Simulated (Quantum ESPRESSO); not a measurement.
**Do energy and pressure agree? Two volumes of Pb (Fm-3m, 1 atom in the cell)**

```yaml
crystal:
  lattice:
    - [0.00000, 2.46758, 2.46758]
    - [2.46758, 0.00000, 2.46758]
    - [2.46758, 2.46758, 0.00000]
  atoms:
    - { symbol: Pb, position: [0.00000, 0.00000, 0.00000] }
```

Computed with PBE, PseudoDojo standard norm-conserving (PBE) pseudopotentials (plane waves; Quantum ESPRESSO).

Settings: ecutwfc = 156 Ry; occupations = smearing; smearing = gauss; degauss = 0.0073499 Ry; potentials = {Pb: Pb.upf}; K_POINTS = automatic 8 8 8 0 0 0; conv_thr = 1e-10 Ry; mixing_beta = 0.3. This cutoff ends a ladder whose last two steps agree within 1 meV/atom.

The second cell is the first with its lattice scaled by 0.98, at the same fractional positions.

The starting cell has typed, rounded lattice constants, without a prior relaxation at this level. Its lattice was rescaled by up to half a per cent.

| cell | volume (Å³/atom) | pressure (GPa) | F less the first cell's (meV/atom) |
|---|---|---|---|
| first | 30.0498 | 2.98 | 0.00 |
| second | 28.2826 | 6.75 | ? |

Problem. Estimate the energy of the second cell from the pressures, and the bulk modulus between the two volumes.

Solution. With P = −dF/dV, the trapezoid gives ΔF ≈ −(P₁ + P₂)/2 · ΔV = −(4.865 GPa) · (-1.7672 Å³) = 53.66 meV/atom (1 eV/Å³ = 160.22 GPa). The modulus at fixed fractional positions is B = −ΔP/Δln V = 62 GPa, a mean over the interval; zero pressure lies outside it, so this is not the modulus at equilibrium. P(V) is curved, so the trapezoid lies high by about |ΔV|³·B·(1 + B′)/(12·V̄²) = 1.05 meV/atom for an assumed B′ = 4, which leaves 52.61 meV/atom. The runs gave 52.61 meV/atom, a miss of 0.00 meV/atom. Cases were kept where this miss is small, so the page shows the method and is no test of it.

Left out of this page: 15 runs of the series outside the window shown, repeating another row's setting, or not comparable.
